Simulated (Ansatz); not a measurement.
System: double-hcp Pm. Method: LDA (plane waves, PAW; Ansatz, a quantum-chemistry and plane-wave program).

Input:

Ansatz 0.2 input:
```yaml
crystal:
  lattice:
    - [1.7157690252, -2.9717991256, 0.0]
    - [1.7157690252, 2.9717991256, 0.0]
    - [0.0, 0.0, 11.0460413653]
  atoms:
    - { symbol: Pm, position: [0.0, 0.0, 0.5], spin: 4.0 }
    - { symbol: Pm, position: [0.0, 0.0, 0.0], spin: 4.0 }
    - { symbol: Pm, position: [0.3333333333, 0.6666666667, 0.25], spin: 4.0 }
    - { symbol: Pm, position: [0.6666666667, 0.3333333333, 0.75], spin: 4.0 }
basis:
  ecutwfc: 520
  ecutrho_ratio: 4
  xc_grid: 2
kpoints:
  mp_grid: { grid: [18, 18, 6] }
hamiltonian:
  xc: lda
  dispersion: none
  pseudopotentials: { kind: paw }
scf:
  occupations: { method: fermi_dirac, width: 0.05 }
  convergence: { dr2_threshold: 0.0000000004 }
output:
  forces: true
  stress: true
  eigenvalues: true
magnetization:
  spin_polarized: true
```

The run printed, among other lines:

```
WARN basis.ecutwfc = 520 eV is below the records' recommended cutoff, and the density's cutoff is lower with it unless basis.ecutrho_ratio is high enough to …
WARN basis.ecutrho_ratio = 4 (ecutrho = 2080 eV) is below the records' recommended cutoff
WARN where an SCF of this run starts from atoms to list the orders of its open shells, Pm (sites 0, 1, 2, 3, from 0) starts with 4.20 μB on its 4f shell, in …
Crystal: 4 atoms, lattice volume = 112.646 Å³
Basis set: ecut = 520 eV, 3041 PW (Γ), exchange–correlation on 54×54×180 points (8 copies of the dense FFT grid, shifted against one another)
Bands: 59, of which v1, the nominal top of the filled ones, is band 30 counted from 1 (29 counted from 0)
Symmetry: 24 space group operations
Space group: P63/mmc (ITA 194), of the structure as read, at distance tolerance 4.8e-5 Å
k-points: 148 of 1944
Initial density: superposition of atomic densities (chi_scale 0.1, normalization cell)
Functional: x = slater, c = lda
spin=Collinear: Kerker preconditioning applied to the charge; magnetization (m = ρ↑ − ρ↓) channel mixes plain (no charge-response kernel on spin).
SCF 1 converged in 17 iterations: F = -30327.270022 eV  dr2 = 5.47e-11
SCF converged after 17 iterations
Magnetization: 20.3332 μB (40.1666 up, 19.8334 down)
Free energy (F): -30327.270022 eV
Internal energy: -30326.928233 eV  (E = F + TS)
E sigma→0 (E₀):  -30327.099127 eV
Fermi energy:    14.076976 eV
--- Forces (eV/Å), atoms counted from 1 ---
  atom   1  Pm     0.00000000    -0.00000000     0.00000000
  atom   2  Pm     0.00000000    -0.00000000     0.00000000
  atom   3  Pm     0.00000000    -0.00000000     0.00000000
  atom   4  Pm    -0.00000000     0.00000000     0.00000000
--- Stress (GPa, compression-positive) ---
       -0.004862       0.000000       0.000000
        0.000000      -0.004862       0.000000
        0.000000       0.000000      -0.006221
  P = ⅓ Tr σ = -0.0053 GPa (-0.053 kbar)
```

The PAW data were made under PBE.

The run is spin-polarised with parallel starting moments, which need not be the measured order.

Note: the magnetic order was assumed, not searched for or taken from measurement. Note: the 4f shell is treated without U or exact exchange, so its levels and filling can be wrong. Note: the volume lies 16 % below that of the published cell.
